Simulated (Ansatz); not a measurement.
Base system: Gd in the hcp (Mg type) structure (space group P6_3/mmc, No. 194; ferromagnetic).

```yaml
crystal:
  lattice:
    - [3.63925, 0.00000, 0.00000]
    - [-1.81962, 3.15168, 0.00000]
    - [0.00000, 0.00000, 5.90920]
  atoms:
    - { symbol: Gd, position: [0.33333, 0.66667, 0.75000] }
    - { symbol: Gd, position: [0.66667, 0.33333, 0.25000] }
```

Cartesian axes are those of the cell as printed.

Computed with DFT with r2SCAN, PAW potentials and a 500 eV plane-wave cutoff in Ansatz (an electronic-structure program), no spin-orbit coupling.

Base values:

The largest site moment comes out as 7.59 μB and the shortest interatomic distance is 3.626 Å.

The change: a free-standing slab of 4 layers (4 atoms, 1 a layer) is cut normal to the z axis, with 15 Å of vacuum and the in-plane cell held at bulk.

Problem. What does the calculation give for the excess energy per area of both faces, change of the spacing d23 from its bulk value of 2.955 Å, largest site moment and shortest interatomic distance after the change?

Solution. The excess energy per area of both faces (slab less bulk energy over the cell's area: twice a surface energy) is 1.81 J/m² (uncertain by up to 0.06 J/m²); the change of the spacing d23 from its bulk value of 2.955 Å is +2.2 %; the largest site moment increases by 0.226 μB, from 7.59 μB to 7.81 μB; the shortest interatomic distance falls by 0.082 Å (3.626 Å → 3.544 Å).

Other magnetic orders, which the real material may have, were not ruled out. The state of the 4f shell was not checked for lower solutions. The excess energy carries the mismatch between the slab's and the bulk's meshes. No phonon test of stability was made.
